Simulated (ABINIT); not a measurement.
ABINIT run on ScZn₃ (P6_3/mmc, 8 atoms in the cell): self-consistent single point.

Method: LDA (PW92), PAW (JTH v2.0 LDA PAW) (plane waves; ABINIT).

The change in words: lattice scaled by 0.98. Reference geometry:
```yaml
crystal:
  lattice:
    - [5.80685, 0.00000, 0.00000]
    - [-2.90342, 5.02888, 0.00000]
    - [0.00000, 0.00000, 4.28978]
  atoms:
    - { symbol: Sc, position: [0.33333, 0.66667, 0.75000] }
    - { symbol: Sc, position: [0.66667, 0.33333, 0.25000] }
    - { symbol: Zn, position: [0.84266, 0.68533, 0.75000] }
    - { symbol: Zn, position: [0.15734, 0.31467, 0.25000] }
    - { symbol: Zn, position: [0.15734, 0.84266, 0.25000] }
    - { symbol: Zn, position: [0.84266, 0.15734, 0.75000] }
    - { symbol: Zn, position: [0.31467, 0.15734, 0.75000] }
    - { symbol: Zn, position: [0.68533, 0.84266, 0.25000] }
```

Reference input (self-consistent single point, DFT, LDA (PW92), plane waves, PAW (JTH v2.0 LDA PAW)): pseudos = [Sc.LDA_PW-JTH.xml, Zn.LDA_PW-JTH.xml]; ecut = 30 Ha; pawecutdg = 60 Ha; pawxcdev = 0; ixc = 7; occopt = 3; tsmear = 0.00183747 Ha; ngkpt = 5 5 5; nshiftk = 1; shiftk = 0 0 0; potentials = JTH v2.0 LDA PAW; nband = 59. This run's input differs from it in these lines:

```diff
@@ -3,6 +3,6 @@
 pseudos "Sc.LDA_PW-JTH.xml, Zn.LDA_PW-JTH.xml"
-acell 10.9733463863 10.9733463863 8.1065074452
+acell 10.7538799096 10.7538799096 7.9443765026
 rprim
-         1.0000000000   -0.0000000365    0.0000000000
-        -0.4999999684    0.8660254220    0.0000000000
+         1.0000000000   -0.0000000072    0.0000000000
+        -0.4999999938    0.8660254074    0.0000000000
          0.0000000000    0.0000000000    1.0000000000
```

Output, abridged:

```
--- !BeginCycle
solver: {iscf: 17, nstep: 100, nline: 4, wfoptalg: 10, }
tolerances: {tolvrs: 1.00E-11, }
...

     iter   Etot(hartree)      deltaE(h)  residm     nres2
 ETOT  1  -470.42649150536    -4.704E+02 7.561E+00 3.150E+02
 ETOT  2  -481.68104225321    -1.125E+01 1.237E+00 2.491E+02
 ETOT  3  -481.69159005494    -1.055E-02 9.452E-02 8.719E+01
 ETOT  4  -481.47872543557     2.129E-01 5.316E-02 2.268E+01
 ETOT  5  -481.42070877829     5.802E-02 3.752E-02 6.209E+00
   [... 14 lines left out ...]
 ETOT 20  -481.40090850438    -5.082E-11 1.521E-04 1.812E-09
 ETOT 21  -481.40090850438    -1.478E-12 1.772E-04 3.330E-10
 ETOT 22  -481.40090850438     2.444E-12 5.851E-05 1.727E-11
 ETOT 23  -481.40090850439    -1.137E-11 6.796E-05 6.662E-12
 At SCF step   23       nres2   =  6.66E-12 < tolvrs=  1.00E-11 =>converged.

 Cartesian components of stress tensor (hartree/bohr^3)
  sigma(1 1)= -7.77713564E-05  sigma(3 2)=  0.00000000E+00
  sigma(2 2)= -7.77713568E-05  sigma(3 1)=  0.00000000E+00
  sigma(3 3)= -8.19186684E-05  sigma(2 1)=  4.50857821E-13

 ----iterations are completed or convergence reached----

 reduced coordinates (array xred) for    8 atoms
       0.333333333333      0.666666666667      0.750000000000
       0.666666666667      0.333333333333      0.250000000000
       0.842665000000      0.685330000000      0.750000000000
       0.157335000000      0.314670000000      0.250000000000
       0.157335000000      0.842665000000      0.250000000000
       0.842665000000      0.157335000000      0.750000000000
   [... lines left out ...]
 Fermi (or HOMO) energy (hartree) =   0.39718   Average Vxc (hartree)=  -0.40922
 Fermi (or HOMO) energy (eV) =  10.80789   Average Vxc (eV)= -11.13532
   [... lines left out ...]
'-kT*entropy'       : -1.09655280202526E-03
total_energy        : -4.81400907815953E+02
total_energy_eV     : -1.30995848931324E+04
...

-Cartesian components of stress tensor (GPa)         [Pressure=  2.3288E+00 GPa]
- sigma(1 1)= -2.28811192E+00  sigma(3 2)=  0.00000000E+00
- sigma(2 2)= -2.28811193E+00  sigma(3 1)=  0.00000000E+00
- sigma(3 3)= -2.41013003E+00  sigma(2 1)=  1.32646928E-08

 Calculation completed.
```

The run converged in 23 iterations. Against the reference run the free energy falls by 4.0 meV/atom, the pressure goes from -3.59 to 2.33 GPa and the largest force goes from 0.016 to 0.022 eV/Å.

The starting cell comes from a database of computed structures (which also holds hypothetical and non-ambient phases and stackings), without a prior relaxation at this level. Its lattice was rescaled by a random factor within 2.5 % of one. For this run, on top of that: lattice scaled by 0.98.

Cost on one core of a shared machine: roughly 7 min.
